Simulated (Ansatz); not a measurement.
# How the bulk modulus B0 of GeSb₂Te₄ (R3m, No. 160, 7 atoms in the cell; start mp-1224350) moves with the method

No measured value is used here.

```json
[
 {"level (code)": "LDA (Ansatz)", "value (GPa)": "45.3", "cell (Å³/atom)": "29.18"},
 {"level (code)": "PBE (Ansatz)", "value (GPa)": "17.8", "cell (Å³/atom)": "32.29"},
 {"level (code)": "PBEsol (Ansatz)", "value (GPa)": "39.6", "cell (Å³/atom)": "29.89"}
]
```

LDA, PBE, PBEsol: the bulk modulus is −V dP/dV from two relaxed cells at ±2 % in volume. LDA, PBE, PBEsol: the relaxation could not lower the start's symmetry, so the cell can be a saddle point above a distorted one. Each level is taken at its own relaxed cell. Ansatz's density-functional and Hartree–Fock values are scalar-relativistic unless marked +SOC, with PAW data made under PBE.

A start named mp-… is a Materials Project structure, which need not be a measured phase.

Ansatz is a quantum-chemistry and plane-wave program.
